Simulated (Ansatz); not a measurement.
Output of an Ansatz run (abridged):

```
WARN ansatz: RAYON_NUM_THREADS=1 ignored (pool sized by the plan → 1); use --threads N
Pseudopotentials: kind: paw
Pseudopotential: Li, paw, valence charge 3
Pseudopotential: Nb, paw, valence charge 13
Pseudopotential: F, paw, valence charge 7
Crystal: 8 atoms, lattice volume = 104.794 Å³
Basis set: ecut = 420 eV, 2073 PW (Γ)
Bands: 37, of which v1, the nominal top of the filled ones, is band 29 counted from 1 (28 counted from 0)
Symmetry: 3 space group operations
Space group: R3 (ITA 146), of the structure as read, at distance tolerance 4.7e-5 Å
k-points: 23 of 125 (time reversal used)
PAW frozen core: Nb, regenerated for the run's functional, and the local potential with it
PAW frozen core: F, regenerated for the run's functional, and the local potential with it
Initial density: superposition of atomic densities (neutral atoms: chi_scale 0, normalization atom), corrected by the library's trained network
Initial wavefunctions: pseudopotential atomic-orbital guess
Eigensolver: davidson
Functional: x = slater, c = lda
SCF iter   1: F=—  HF=-9415.011188 eV  |F-HF|=—  |Δ(HF+E_count)|=         —  Δρ=2.13e-2  dr2=3.69e-1  ethr=1.77e-3  ⟨swp⟩=4.7  Hψ=3109  notcnv=0  defer=114
all-band conjugate gradients solve this SCF's bands
preconditioner: auto → Resta (q_TF=auto, 2.472 Å⁻¹)
SCF iter   2: F=—  HF=-9414.928737 eV  |F-HF|=—  |Δ(HF+E_count)|=   8.25e-2  Δρ=7.75e-3  dr2=4.67e-2  ethr=6.35e-4  ⟨swp⟩=2.3  Hψ=1488  notcnv=0  defer=115
SCF iter   3: F=—  HF=-9414.918266 eV  |F-HF|=—  |Δ(HF+E_count)|=   1.05e-2  Δρ=2.43e-3  dr2=4.56e-3  ethr=8.06e-5  ⟨swp⟩=2.0  Hψ=1226  notcnv=0  defer=125
SCF iter   4: F=—  HF=-9414.916777 eV  |F-HF|=—  |Δ(HF+E_count)|=   1.49e-3  Δρ=4.58e-4  dr2=1.53e-4  ethr=7.86e-6  ⟨swp⟩=2.0  Hψ=1492  notcnv=0  defer=135
SCF iter   5: F=—  HF=-9414.916800 eV  |F-HF|=—  |Δ(HF+E_count)|=   2.30e-5  Δρ=2.94e-4  dr2=6.20e-5  ethr=2.63e-7  ⟨swp⟩=2.2  Hψ=1206  notcnv=0  defer=65
SCF iter   6: F=—  HF=-9414.916783 eV  |F-HF|=—  |Δ(HF+E_count)|=   1.70e-5  Δρ=6.07e-5  dr2=3.57e-6  ethr=1.07e-7  ⟨swp⟩=2.0  Hψ=1193  notcnv=0  defer=54
SCF iter   7: F=—  HF=-9414.916784 eV  |F-HF|=—  |Δ(HF+E_count)|=   2.43e-7  Δρ=2.19e-5  dr2=3.48e-7  ethr=6.15e-9  ⟨swp⟩=2.6  Hψ=1525  notcnv=0  defer=54
SCF iter   8: F=-9414.916784 eV  HF=-9414.916784 eV  |F-HF|=2.14e-8  |Δ(HF+E_count)|=   3.13e-7  Δρ=4.44e-6  dr2=3.06e-8  ethr=1.72e-10  ⟨swp⟩=11.3  Hψ=3812  notcnv=0
SCF 1 converged in 8 iterations: F = -9414.916784 eV  dr2 = 3.06e-8
SCF converged after 8 iterations
Free energy (F): -9414.916784 eV
Harris-Foulkes:  -9414.916784 eV  (|F-HF|=2.14e-8)
Internal energy: -9414.916784 eV  (E = F + TS)
E sigma→0 (E₀):  -9414.916784 eV
Fermi energy:    -0.177621 eV
--- Per-component energies (eV) ---
  E_band       = -654.017467
  E_kinetic    = 1635.166612
  E_local      = -5273.289022  (includes V_loc(G=0)·N_el)
  E_nonlocal   = 537.405279
  E_hartree    = 1896.212297
  E_xc         = -648.337366
  E_vxc        = -826.071268  (∫ρ·V_xc dr)
  E_paw        = -4104.755345  (= ΣΔE_a)
  E_vpaw       = -519.667443  (= ΣTr[D̂ρ^β])
  E_aug_tail   = 0.012074  (compensation charges beyond the density's cutoff)
  E_ewald      = -3458.436517
  E_core_change = 1.105205  (= ΣΔE_core)
  E_smearing   = -0.000000  (= −TS)
  E_closure    = 0.000000  (closes the sum)
  Σ components = -9414.916784   (vs F -9414.916784, Δ=0.00e0)
--- Forces (eV/Å), atoms counted from 1 ---
  atom   1  Li     0.00000000    -0.00000000    -0.11667008
  atom   2  Nb     0.00000000    -0.00000000     0.19671937
  atom   3  F     -0.54993655     0.84906399    -0.69643734
  atom   4  F      0.53157715    -0.80948666     0.66975504
  atom   5  F     -0.46034271    -0.90079102    -0.69643734
  atom   6  F      0.43524744     0.86510265     0.66975504
  atom   7  F      1.01027926     0.05172702    -0.69643734
  atom   8  F     -0.96682459    -0.05561598     0.66975504
  max |Σ_I F_I| component: 2.39e-6 eV/Å
--- Stress (GPa, compression-positive) ---
       -8.961592       0.000000      -0.000000
       -0.000000      -8.961592       0.000000
       -0.000000       0.000000      -9.145745
  P = ⅓ Tr σ = -9.0230 GPa (-90.230 kbar)
  The stress holds the Pulay correction. Without it, at fixed plane waves, as pw.x and ABINIT print it: P = -9.9946 GPa
--- Band table (eV; the first three rows and the last of 23) ---
  k-point 0: bands = ["-53.7538", "-39.2165", "-30.0450", "-30.0450", "-30.0406", "-19.9331", "-19.6119", "-19.6119", "-18.9635", "-18.9261", "-18.9261", "-3.2708", "-3.2708", "-3.0903", "-2.7459", "-2.6519", "-2.6519", "-1.9880", "-1.9880", [...]
  k-point 1: bands = ["-53.7537", "-39.2165", "-30.0467", "-30.0453", "-30.0405", "-19.8707", "-19.6397", "-19.6259", "-18.9927", "-18.9316", "-18.9089", "-3.3739", "-3.3190", "-2.9970", "-2.8598", "-2.6574", "-2.6107", "-2.0050", "-1.6536", [...]
  k-point 2: bands = ["-53.7537", "-39.2165", "-30.0493", "-30.0458", "-30.0403", "-19.7582", "-19.6731", "-19.6389", "-19.1174", "-18.9049", "-18.8725", "-3.5747", "-3.4492", "-3.0601", "-2.6326", "-2.3490", "-2.3065", "-2.0983", "-1.5983", [...]
  k-point 22: bands = ["-53.7537", "-39.2165", "-30.0467", "-30.0456", "-30.0429", "-19.7227", "-19.6775", "-19.6486", "-19.0941", "-18.9372", "-18.8900", "-3.6251", "-3.5464", "-2.7857", "-2.5227", "-2.4218", "-2.3192", "-1.7364", "-1.5391", [...]
```

The structure:

```xyz
8
Lattice="2.5701 1.4838 4.5798 -2.5701 1.4838 4.5798 0.0000 -2.9677 4.5798" Properties=species:S:1:pos:R:3 pbc="T T T"
Li     0.0000     0.0000     6.9197
Nb     0.0000     0.0000     0.0000
F     -1.6066     0.2290     5.7016
F      1.6066    -0.2290     8.0378
F      0.6050    -1.5058     5.7016
F     -0.6050     1.5058     8.0378
F      1.0016     1.2768     5.7016
F     -1.0016    -1.2768     8.0378
```

Question: Reconstruct the input of this run.

Answer: Other spellings and defaults could give the same log, and not every line can be read from it. The input that was run (DFT, LDA (PW92), plane waves, default PAW files made with PBE):

Ansatz 0.2 input:
```yaml
crystal:
  lattice:
    - [2.570102, 1.483849, 4.579788]
    - [-2.570102, 1.483849, 4.579788]
    - [0.000000, -2.967698, 4.579788]
  atoms:
    - { symbol: Li, position: [0.503639, 0.503639, 0.503639] }
    - { symbol: Nb, position: [0.000000, 0.000000, 0.000000] }
    - { symbol: F, position: [0.128150, 0.753247, 0.363550] }
    - { symbol: F, position: [0.871850, 0.246753, 0.636450] }
    - { symbol: F, position: [0.363550, 0.128150, 0.753247] }
    - { symbol: F, position: [0.636450, 0.871850, 0.246753] }
    - { symbol: F, position: [0.753247, 0.363550, 0.128150] }
    - { symbol: F, position: [0.246753, 0.636450, 0.871850] }
basis:
  ecutwfc: 420.0 eV
kpoints:
  mp_grid: { grid: [5, 5, 5] }
hamiltonian:
  xc: lda
  pseudopotentials: { kind: paw }
scf:
  occupations: { method: fixed }
output:
  forces: true
  eigenvalues: true
  stress: true
```

The starting cell comes from a database of computed structures (which also holds hypothetical and non-ambient phases and stackings), without a prior relaxation at this level. Its lattice was rescaled by up to half a per cent. One atom was moved a little off its site on purpose. With a pressure of about -9 GPa the cell is away from its equilibrium volume at this level. Forces in this geometry exceed 1 eV/Å. Ansatz's pressure includes its estimate of the finite-basis (Pulay) stress. Without the estimate this run gives -9.99 GPa.

Ansatz is a program for electronic structure.
